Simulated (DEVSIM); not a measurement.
Device: illuminated Si n-on-p cell, one wavelength, with a back-surface field, at 300 K.

| layer (left to right) | material | thickness (μm) | Nd (cm⁻³) | Na (cm⁻³) | τn (s) | τp (s) | absorption coefficient (cm⁻¹) |
|---|---|---|---|---|---|---|---|
| 1 | Si | 0.110 | 7.4e17 | - | 2.8e-6 | 3.6e-6 | 89000 |
| 2 | Si | 92.0 | - | 9.6e16 | 0.00012 | 0.00012 | 89000 |
| 3 | Si | 0.560 | - | 1.3e18 | 0.00012 | 0.00012 | 89000 |

Left contact: ohmic, minority hole recombination velocity 50 cm/s. Right contact: ohmic, minority electron recombination velocity 30000 cm/s. Voltage is applied to the left contact. Recombination: SRH at mid-gap, radiative, Auger. Gap narrowing is on: ΔEg = 6.92 meV × (l + √(l² + 0.5)), l = ln(N/1.3e17 cm⁻³), shared equally by both band edges. Light enters at the left, 3.2e16 photons cm⁻² s⁻¹, one pass, no reflection. Mobility is constant in doping.

This is a model device: material constants are rounded textbook-type values typed into the input, and sizes, dopings and lifetimes were drawn at random. Values at 300 K.

```
parameter           Si
-------------  -------
gap (eV)         1.124
affinity (eV)     4.05
permittivity      11.7
Nc (cm⁻³)      2.86e19
Nv (cm⁻³)       3.1e19
μn (cm²/Vs)       1417
μp (cm²/Vs)        470
B (cm³/s)      4.7e-15
Cn (cm⁶/s)     2.8e-31
Cp (cm⁶/s)     9.9e-32
```

Simulated with DEVSIM: 1D drift-diffusion, Boltzmann statistics, complete ionisation; no tunnelling, impact ionisation, image-force lowering or self-heating.

**Question.** Tabulate band edges, carrier densities and field at -0.9 V on the left contact, in the dark.

**Answer.** Energies count from the Fermi level of the right contact; mesh points crowd at the junctions.

```
x (μm)   Ec (eV)  Ev (eV)  n (cm⁻³)  p (cm⁻³)  field (V/cm)
-------  -------  -------  --------  --------  ------------
0.000      0.994   -0.104    7.4e17    4.4e17        -22000
0.03317    0.985   -0.114    1.1e18    3.1e17           ≈ 0
0.08008    0.985   -0.114    1.1e18    3.1e17           ≈ 0
0.1110     1.007   -0.114    4.6e17    3.0e17         19000
0.1861     1.015   -0.105    3.3e17    4.3e17           ≈ 0
0.3637     1.015   -0.105    3.3e17    4.3e17           ≈ 0
0.8562     1.015   -0.106    3.3e17    4.2e17           ≈ 0
3.170      1.015   -0.106    3.2e17    4.2e17           ≈ 0
8.637      1.014   -0.107    3.1e17    4.0e17           ≈ 0
23.80      1.011   -0.110    2.7e17    3.7e17           ≈ 0
58.93      1.003   -0.118    1.9e17    2.9e17           ≈ 0
83.84      0.995   -0.126    1.3e17    2.3e17           ≈ 0
89.14      0.993   -0.128    1.2e17    2.2e17           ≈ 0
91.06      0.992   -0.129    1.1e17    2.1e17           ≈ 0
91.85      0.992   -0.129    1.1e17    2.1e17           ≈ 0
92.03      0.991   -0.129    1.1e17    2.1e17           ≈ 0
92.10      0.996   -0.125    9.3e16    2.5e17          6500
92.13      1.010   -0.081    5.3e16    1.4e18           120
92.24      1.010   -0.081    5.3e16    1.4e18           ≈ 0
92.46      1.010   -0.081    5.2e16    1.4e18           ≈ 0
92.60      1.010   -0.081    5.1e16    1.4e18           ≈ 0
92.67      1.009   -0.082    5.3e16    1.3e18         -2500
```
